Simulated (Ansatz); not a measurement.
The reference is Rh in the fcc (Cu type) structure (space group Fm-3m, No. 225; a = 3.782 Å; relaxed with 0.1 eV smearing). Axes: x, y, z lie along the cube axes.

Structures relaxed with Ansatz (a quantum-chemistry and plane-wave program), PBEsol, PAW, cutoff 420 eV, without spin-orbit coupling.

Base:

Simulated powder pattern, Co Kα, λ = 1.79026 Å (kinematic, ideal powder, no thermal factors, no anomalous dispersion; the 8 strongest lines at most, above 2 %, up to 2θ = 90°):

```json
[
 {"2θ (°)": "48.41", "I/Imax (%)": "100", "hkl": "(111)"},
 {"2θ (°)": "56.51", "I/Imax (%)": "47", "hkl": "(200)"},
 {"2θ (°)": "84.06", "I/Imax (%)": "31", "hkl": "(220)"}
]
```

After one change:

Simulated powder pattern, Co Kα, λ = 1.79026 Å (kinematic, ideal powder, no thermal factors, no anomalous dispersion; the 8 strongest lines at most, above 2 %, up to 2θ = 90°):

```
2θ (°)  I/Imax (%)
------  ----------
48.31          100
48.51           99
56.51           93
83.76           10
84.06           41
84.36           10
```

### Question
Which of these changes matches the shifts?
A) tensor shear ε_xy = +1.43 %
B) tensor shear ε_xy = +0.57 %
C) tensor shear ε_xy = +0.29 %
D) tensor shear ε_xy = +0.86 %

### Answer
C, tensor shear ε_xy = +0.29 %. Its volume per atom is 13.52 Å³ against 13.52 Å³, and its space group is Immm (No. 71).

The cells carry an imposed strain or load. Stability against distortions was not tested. All final runs are without spin polarisation.
